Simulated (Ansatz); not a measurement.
Levels about the gap of amorphous Si24O51Lu2 (77 atoms in a cell of 1158 Å³, 2.64 g/cm³; zone centre alone, so wide bands show as single levels with stretches between that a denser mesh fills), at the geometry that PBE relaxed, where it gives 0.9 GPa on a denser mesh. The participation number counts the atoms over which a state spreads; weights are charges in smoothed Voronoi cells. The levels come from a single point, so bond lengths are those of that geometry. Method of the levels: PBE, scalar-relativistic without spin-orbit coupling (Ansatz, a program for electronic structure). Sampling: the zone centre alone; Fermi-Dirac width 0.02 eV; no spin polarisation. At PBE the levels at the filled edge of the gap are localised (band-tail or defect states), and the nearest spread-out levels lie 5.2 eV apart at the zone centre.

A CHGNet melt-quench gave the starting glass, which DFT then relaxed. O atoms were pushed apart under 1.9 Å during the dynamics, to hinder bonds among them. The hot cell started wider than the set density and was brought back towards it in steps. It is the lowest in DFT energy of 2 quenches. It is a model cell: composition and starting density were chosen by hand, and all elements were melted together. No dispersion term was used. Its density started from a set value of 2.64 and ended at 2.64 g/cm³. The quench (nominally 320 K/ps over its main leg) was far faster than any real one, so the model tends to hold more defects than a real film. Values belong to this one cell and scatter from quench to quench. The volume was held where the preparation left it and the shape relaxed, at a PBE pressure of 0.9 GPa. Stress components on the final sampling reach 0.9 GPa.

| E - E(highest filled), eV | filling | participation number | largest on | weight O | weight Lu | weight Si |
|---|---|---|---|---|---|---|
| -0.83 | filled | 7.2 | O, 2 neighbours | 0.87 | 0.10 | 0.03 |
| -0.72 | filled | 4.4 | O, 2 neighbours | 0.76 | 0.20 | 0.04 |
| -0.68 | filled | 5.5 | O, 2 neighbours | 0.88 | 0.07 | 0.05 |
| -0.67 | filled | 12.2 | O, 3 neighbours | 0.91 | 0.06 | 0.04 |
| -0.59 | filled | 8.7 | O, 2 neighbours | 0.89 | 0.08 | 0.03 |
| -0.45 | filled | 4.6 | O, 2 neighbours | 0.83 | 0.13 | 0.04 |
| 0.00 | filled | 3.6 | O, 2 neighbours | 0.91 | 0.05 | 0.04 |
| 4.09 | empty | 53.5 | Lu, 5 neighbours | 0.69 | 0.07 | 0.25 |
| 5.23 | empty | 6.8 | Lu, 5 neighbours | 0.49 | 0.37 | 0.14 |
| 5.52 | empty | 28.6 | Lu, 5 neighbours | 0.59 | 0.12 | 0.30 |
| 5.80 | empty | 40.4 | O, 2 neighbours | 0.66 | 0.05 | 0.30 |
| 5.94 | empty | 36.4 | Lu, 5 neighbours | 0.67 | 0.08 | 0.25 |
| 6.20 | empty | 47.3 | Si, 4 neighbours | 0.69 | 0.05 | 0.26 |
| 6.23 | empty | 25.7 | Lu, 5 neighbours | 0.58 | 0.18 | 0.23 |

Most localised among these is the filled level at +0.00 eV, on a O atom, which has 2 neighbours (Si 1.59 Å, Lu 2.10 Å).
